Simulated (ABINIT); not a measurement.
Band structure of Zr (P6_3/mmc, 2 atoms in the cell).

```
CELL_PARAMETERS angstrom
      3.20587     0.00000     0.00000
     -1.60293     2.77636     0.00000
      0.00000     0.00000     5.11895
ATOMIC_POSITIONS crystal
  Zr 0.33333 0.66667 0.25000
  Zr 0.66667 0.33333 0.75000
```

Computed with PBE, PAW (JTH v2.0 PBE PAW) (plane waves; ABINIT).

Settings: pseudos = [Zr.GGA_PBE-JTH.xml]; ecut = 40 Ry; pawecutdg = 80 Ry; pawxcdev = 0; occopt = 3; tsmear = 0.1 eV; ngkpt = 16 16 9; nshiftk = 1; shiftk = 0 0 0; potentials = JTH v2.0 PBE PAW; kptopt = 1; nstep = 60; tolvrs1 = 1e-11.

The starting cell comes from a database of computed structures (which also holds hypothetical and non-ambient phases and stackings), without a prior relaxation at this level. Its lattice was rescaled by a random factor within 2.5 % of one.

Levels in eV from the Fermi level, bands 9 to 16:
| point | 9 | 10 | 11 | 12 | 13 | 14 | 15 | 16 |
|---|---|---|---|---|---|---|---|---|
| Γ | -5.66 | -3.06 | 0.90 | 0.90 | 1.03 | 1.26 | 1.61 | 1.61 |
| M | -2.62 | -2.51 | -2.18 | -0.13 | 0.58 | 0.82 | 1.52 | 5.06 |
| K | -2.14 | -1.33 | -1.33 | -1.11 | 0.30 | 0.30 | 1.87 | 4.43 |
| A | -3.93 | -3.93 | 0.06 | 0.06 | 0.81 | 0.81 | 0.81 | 0.81 |
| L | -2.90 | -2.90 | -1.07 | -1.07 | 1.74 | 1.74 | 2.29 | 2.29 |
| H | -1.45 | -1.45 | -1.27 | -1.27 | 0.02 | 0.02 | 2.10 | 2.10 |

Bands cross the Fermi level along this path, so the cell is metallic at this level.
